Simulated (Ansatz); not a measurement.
Output of an Ansatz run (abridged):

```
WARN ansatz: RAYON_NUM_THREADS=1 ignored (pool sized by the plan → 1); use --threads N
Pseudopotentials: kind: paw
Pseudopotential: Cu, paw, valence charge 19
Pseudopotential: Ag, paw, valence charge 19
Pseudopotential: O, paw, valence charge 6
Crystal: 8 atoms, lattice volume = 218.930 Å³
Basis set: ecut = 420.4159175005146 eV, 4311 PW (Γ)
Bands: 60, of which v1, the nominal top of the filled ones, is band 50 counted from 1 (49 counted from 0)
Symmetry: 4 space group operations
Space group: Pmm2 (ITA 25), of the structure as read, at distance tolerance 6.0e-5 Å
k-points: 25 of 72
PAW frozen core: Cu, regenerated for the run's functional, and the local potential with it
PAW frozen core: Ag, regenerated for the run's functional, and the local potential with it
PAW frozen core: O, regenerated for the run's functional, and the local potential with it
Initial density: superposition of atomic densities (neutral atoms: chi_scale 0, normalization atom), corrected by the library's trained network
Initial wavefunctions: pseudopotential atomic-orbital guess
Eigensolver: davidson
Functional: x = slater, c = lda
SCF iter   1: F=—  HF=-30239.870056 eV  |F-HF|=—  |Δ(HF+E_count)|=         —  Δρ=3.50e-2  dr2=2.41e1  ethr=1.77e-3  ⟨swp⟩=6.7  Hψ=5980  notcnv=0  defer=27
all-band conjugate gradients solve this SCF's bands
preconditioner: auto → LDOS
SCF iter   2: F=—  HF=-30239.576280 eV  |F-HF|=—  |Δ(HF+E_count)|=   2.94e-1  Δρ=3.43e-2  dr2=3.43e0  ethr=1.77e-3  ⟨swp⟩=2.4  Hψ=2712  notcnv=0  defer=61
SCF iter   3: F=—  HF=-30239.379514 eV  |F-HF|=—  |Δ(HF+E_count)|=   1.97e-1  Δρ=9.35e-3  dr2=2.10e-1  ethr=1.77e-3  ⟨swp⟩=2.2  Hψ=1809  notcnv=0  defer=61
SCF iter   4: F=—  HF=-30239.387476 eV  |F-HF|=—  |Δ(HF+E_count)|=   7.96e-3  Δρ=5.02e-3  dr2=4.51e-2  ethr=2.10e-4  ⟨swp⟩=1.5  Hψ=1594  notcnv=0  defer=61
SCF iter   5: F=—  HF=-30239.387494 eV  |F-HF|=—  |Δ(HF+E_count)|=   1.73e-5  Δρ=1.89e-3  dr2=7.92e-3  ethr=4.51e-5  ⟨swp⟩=1.8  Hψ=1749  notcnv=0  defer=63
SCF iter   6: F=—  HF=-30239.388249 eV  |F-HF|=—  |Δ(HF+E_count)|=   7.56e-4  Δρ=7.44e-4  dr2=9.52e-4  ethr=7.92e-6  ⟨swp⟩=2.0  Hψ=2109  notcnv=0  defer=61
SCF iter   7: F=—  HF=-30239.388232 eV  |F-HF|=—  |Δ(HF+E_count)|=   1.71e-5  Δρ=1.60e-4  dr2=3.85e-5  ethr=9.52e-7  ⟨swp⟩=2.0  Hψ=2062  notcnv=0  defer=61
SCF iter   8: F=—  HF=-30239.388368 eV  |F-HF|=—  |Δ(HF+E_count)|=   1.36e-4  Δρ=8.81e-5  dr2=1.61e-5  ethr=3.85e-8  ⟨swp⟩=2.0  Hψ=2143  notcnv=0  defer=61
SCF iter   9: F=—  HF=-30239.388381 eV  |F-HF|=—  |Δ(HF+E_count)|=   1.28e-5  Δρ=3.40e-5  dr2=2.31e-6  ethr=1.61e-8  ⟨swp⟩=2.2  Hψ=1892  notcnv=0  defer=61
SCF iter  10: F=—  HF=-30239.388383 eV  |F-HF|=—  |Δ(HF+E_count)|=   1.93e-6  Δρ=1.16e-5  dr2=2.42e-7  ethr=2.31e-9  ⟨swp⟩=2.0  Hψ=1718  notcnv=0  defer=61
SCF iter  11: F=-30239.388384 eV  HF=-30239.388384 eV  |F-HF|=3.40e-7  |Δ(HF+E_count)|=   8.32e-7  Δρ=3.35e-6  dr2=3.09e-8  ethr=1.00e-10  ⟨swp⟩=15.2  Hψ=6723  notcnv=0
SCF 1 converged in 11 iterations: F = -30239.388384 eV  dr2 = 3.09e-8
SCF converged after 11 iterations
Free energy (F): -30239.388384 eV
Harris-Foulkes:  -30239.388384 eV  (|F-HF|=3.40e-7)
Internal energy: -30239.263198 eV  (E = F + TS)
E sigma→0 (E₀):  -30239.325791 eV
Entropy (-TS):   -0.125186 eV (-15.648 meV/atom)
Fermi energy:    1.137075 eV
--- Per-component energies (eV) ---
  E_band       = -2541.672886
  E_kinetic    = 2330.462339
  E_local      = -127358.663923  (includes V_loc(G=0)·N_el)
  E_nonlocal   = 1149.098479
  E_hartree    = 62120.179252
  E_xc         = -826.132322
  E_vxc        = -1060.875736  (∫ρ·V_xc dr)
  E_paw        = -11296.128747  (= ΣΔE_a)
  E_vpaw       = -1842.059415  (= ΣTr[D̂ρ^β])
  E_aug_tail   = 0.010208  (compensation charges beyond the density's cutoff)
  E_ewald      = 43639.174895
  E_core_change = 2.736621  (= ΣΔE_core)
  E_smearing   = -0.125186  (= −TS)
  E_closure    = 0.000000  (closes the sum)
  Σ components = -30239.388384   (vs F -30239.388384, Δ=0.00e0)
--- Forces (eV/Å), atoms counted from 1 ---
  atom   1  Cu     0.00000000    -0.00000000    -1.51035337
  atom   2  Ag     0.00000000    -0.00000000    -0.14095001
  atom   3  O      0.00000000     0.00000000     2.20474858
  atom   4  O      0.00000000     0.00000000     0.00264861
  atom   5  Cu     0.00000000     0.00000000     0.24722492
  atom   6  Ag     0.00000000    -0.00000000    -0.33074395
  atom   7  O      0.00000000    -0.00000000    -0.16443587
  atom   8  O      0.00000000    -0.00000000    -0.30811994
  max |Σ_I F_I| component: 1.90e-5 eV/Å
--- Stress (GPa, compression-positive) ---
       -5.617347       0.000000      -0.000000
        0.000000      -2.606663      -0.000000
       -0.000000      -0.000000      -5.282713
  P = ⅓ Tr σ = -4.5022 GPa (-45.022 kbar)
  The stress holds the Pulay correction. Without it, at fixed plane waves, as pw.x and ABINIT print it: P = -4.8277 GPa
--- Band table (eV; the first three rows and the last of 25) ---
  k-point 0: bands = ["-111.2573", "-111.2072", "-89.9468", "-89.5152", "-69.3321", "-69.2750", "-69.2500", "-69.2056", "-68.5573", "-68.4997", "-53.5068", "-53.4653", "-53.4638", "-53.1236", "-53.0488", "-53.0133", "-17.8794", "-17.4677", [...]
  k-point 1: bands = ["-111.2573", "-111.2072", "-89.9467", "-89.5151", "-69.3321", "-69.2749", "-69.2499", "-69.2056", "-68.5575", "-68.4999", "-53.5092", "-53.4651", "-53.4635", "-53.1235", "-53.0510", "-53.0130", "-17.8496", "-17.4483", [...]
  k-point 2: bands = ["-111.2573", "-111.2072", "-89.9465", "-89.5149", "-69.3321", "-69.2749", "-69.2499", "-69.2055", "-68.5580", "-68.5004", "-53.5150", "-53.4648", "-53.4628", "-53.1232", "-53.0564", "-53.0125", "-17.7795", "-17.3997", [...]
  k-point 24: bands = ["-111.2560", "-111.2059", "-89.9377", "-89.5060", "-69.3527", "-69.2724", "-69.2711", "-69.2029", "-68.5572", "-68.4996", "-53.5802", "-53.5127", "-53.4517", "-53.2402", "-53.0534", "-53.0014", "-16.9281", "-16.7379", [...]
```

The structure:

```
CELL_PARAMETERS angstrom
      2.80799     0.00000     0.00000
      0.00000     3.34383     0.00000
      0.00000     0.00000    23.31661
ATOMIC_POSITIONS crystal
  Cu 0.50000 0.50000 0.35317
  Ag 0.00000 0.00000 0.46870
  O  0.00000 0.50000 0.30022
  O  0.00000 0.50000 0.40612
  Cu 0.50000 0.50000 0.58424
  Ag 0.00000 0.00000 0.69978
  O  0.00000 0.50000 0.53129
  O  0.00000 0.50000 0.63720
```

### Question
What input produced this log?

### Answer
Other spellings and defaults could give the same log, and not every line can be read from it. The input that was run (DFT, LDA (PW92), plane waves, default PAW files made with PBE):

Ansatz 0.2 input:
```yaml
crystal:
  lattice:
    - [2.80799100, 0.00000000, 0.00000000]
    - [0.00000000, 3.34382800, 0.00000000]
    - [0.00000000, 0.00000000, 23.31661000]
  atoms:
    - { symbol: Cu, position: [0.50000000, 0.50000000, 0.35316500] }
    - { symbol: Ag, position: [0.00000000, 0.00000000, 0.46870500] }
    - { symbol: O, position: [0.00000000, 0.50000000, 0.30021500] }
    - { symbol: O, position: [0.00000000, 0.50000000, 0.40611800] }
    - { symbol: Cu, position: [0.50000000, 0.50000000, 0.58424400] }
    - { symbol: Ag, position: [0.00000000, 0.00000000, 0.69978500] }
    - { symbol: O, position: [0.00000000, 0.50000000, 0.53129500] }
    - { symbol: O, position: [0.00000000, 0.50000000, 0.63719900] }
basis:
  ecutwfc: 30.9 Ry
kpoints:
  mp_grid: { grid: [9, 8, 1] }
hamiltonian:
  xc: lda
  pseudopotentials: { kind: paw }
scf:
  occupations: { method: fermi_dirac, width: 0.0073 Ry }
output:
  forces: true
  eigenvalues: true
  stress: true
```

The starting cell comes from a database of computed structures (which also holds hypothetical and non-ambient phases and stackings), without a prior relaxation at this level. The slab is cut from that crystal, and its faces are unrelaxed. Its lattice was rescaled by up to half a per cent. Spin polarisation is off, so a magnetic state, if there is one, cannot be reached. The two faces of this cut differ, and no dipole correction was used. Forces in this geometry exceed 1 eV/Å.

Ansatz is a program for electronic structure.
